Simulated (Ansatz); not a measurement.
PBE against r2SCAN: GaSb, isotropic strain +0.85 %

Consider GaSb in the zinc blende structure (space group F-43m, No. 216; a = 6.214 Å).

(Cell as relaxed with PBE.)

Levels (all Ansatz, an electronic-structure program, PAW, earlier PAW set): PBE (420 eV, no spin-orbit coupling); r2SCAN (500 eV, without spin-orbit coupling).

Each level relaxes its own structure.

```
base                      PBE    r2SCAN
-------------------  --------  --------
volume per atom      29.99 Å³  28.84 Å³
lattice parameter a   6.214 Å   6.134 Å
band gap                 zero   0.41 eV
```

One thing is altered: an isotropic linear strain of +0.85 %, atoms relaxed at fixed cell.

```json
[
 {"quantity": "band gap", "PBE": "zero", "r2SCAN": "___"},
 {"quantity": "energy relative to the base (free energy F)", "PBE": "+2.6 meV/atom", "r2SCAN": "___"},
 {"quantity": "pressure", "PBE": "-1.1 GPa", "r2SCAN": "___"}
]
```

Problem. What does r2SCAN give?

Solution. 
- band gap, r2SCAN: 0.22 eV
- energy relative to the base (free energy F), r2SCAN: +3.0 meV/atom
- pressure, r2SCAN: -1.3 GPa

They disagree on the band gap; PBE's energy relative to the base lies 0.4 meV/atom below r2SCAN's; PBE's pressure lies 0.2 GPa above r2SCAN's. Neither level is exact; r2SCAN is the comparison here, not a measurement.

Spin-orbit coupling, missing from the scalar runs, can matter with Sb. Whether these cells are dynamically stable was not tested. The final runs are not spin-polarised. A zero or small gap of GaSb and GaSb under isotropic strain +0.85 % can be the functional's error rather than a property of the material.
